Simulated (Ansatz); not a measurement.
Given:

```
ZnGeP2
1.0
   -2.81182     2.81182     5.54437
    2.81182    -2.81182     5.54437
    2.81182     2.81182    -5.54437
Zn Ge P
2 2 4
Direct
  0.00000   0.00000   0.00000
  0.75000   0.25000   0.50000
  0.50000   0.50000   0.00000
  0.25000   0.75000   0.50000
  0.87500   0.86990   0.49490
  0.13010   0.62500   0.00510
  0.37500   0.38010   0.50510
  0.61990   0.12500   0.99490
```

No spin polarisation.

Computed with DFT with PBE, PAW potentials and a 420 eV plane-wave cutoff in Ansatz (a program for electronic structure), no spin-orbit coupling. Settings: 9×9×9 k-points, 0.05 eV Fermi–Dirac smearing.

Task: Predict the pressure and space group.

Result: 
* **Pressure (mean of the normal stresses, compression positive)**: -4.25 GPa
* **Space group**: I-42d (No. 122)

The cells carry an imposed strain or load. No phonon test of stability was made. The cell was made from ZnGeP2 in the chalcopyrite structure (space group I-42d, No. 122) by this change: isotropic strain +2.25 %.
